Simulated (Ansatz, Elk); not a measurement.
An Ansatz (a program for electronic structure) input for a self-consistent single point of PbF2 (Fm-3m, 3 atoms in the cell) (DFT, PBE, plane waves, default PAW files):

Ansatz 0.2 input:
```yaml
# PbF2
crystal:
  lattice:
    - [0.00000000, 2.91920100, 2.91920100]
    - [2.91920100, 0.00000000, 2.91920100]
    - [2.91920100, 2.91920100, 0.00000000]
  atoms:
    - { symbol: Pb, position: [0.00000000, 0.00000000, 0.00000000] }
    - { symbol: F, position: [0.75000000, 0.75000000, 0.75000000] }
    - { symbol: F, position: [0.25000000, 0.25000000, 0.25000000] }
kpoints:
  mp_grid:
    grid: [10, 10, 10]
hamiltonian:
  xc: pbe
  pseudopotentials:
    kind: paw
scf:
  occupations:
    method: fixed
output:
  forces: true
  eigenvalues: true
  stress: true
```

Write the same calculation as an input for Elk.

One input that does it (others would too):

```
tasks
  0

xctype
  20

tforce
  .true.

rgkmax
  8.0

gmaxvr
  18.0

lmaxapw
  10

lmaxo
  8

nxlo
  2

lorbcnd
  .true.

lradstp
  2

nrmtscf
  2.0

lmaxi
  4

stype
  0

swidth
  0.0001

maxscl
  100

scale
  7.80149553

avec
    0.0000000000    0.7071067812    0.7071067812
    0.7071067812    0.0000000000    0.7071067812
    0.7071067812    0.7071067812    0.0000000000

atoms
  2
  'Pb.in'
  1
  0.0000000000  0.0000000000  0.0000000000    0.0 0.0 0.0
  'F.in'
  2
  0.7500000000  0.7500000000  0.7500000000    0.0 0.0 0.0
  0.2500000000  0.2500000000  0.2500000000    0.0 0.0 0.0

ngridk
  10 10 10
```

Basis, cutoffs, solver keys and any potentials are the target program's own. This input uses DFT, PBE, all-electron FP-LAPW, Elk's shipped species files, APW+lo basis with extra local orbitals. Both were run: gap on the mesh 4.419 eV in Ansatz and 4.427 in Elk.

On Ansatz: the starting cell comes from a database of computed structures (which also holds hypothetical and non-ambient phases and stackings), without a prior relaxation at this level. Its lattice was rescaled by a random factor within 2.5 % of one. Spin-orbit coupling is off. With a pressure of about 7 GPa the cell is away from its equilibrium volume at this level.

On Elk: the starting cell comes from a database of computed structures (which also holds hypothetical and non-ambient phases and stackings), without a prior relaxation at this level. Its lattice was rescaled by a random factor within 2.5 % of one. Spin-orbit coupling is off. Values depend on the basis (sphere radii, cutoffs, local orbitals), which need not be converged.
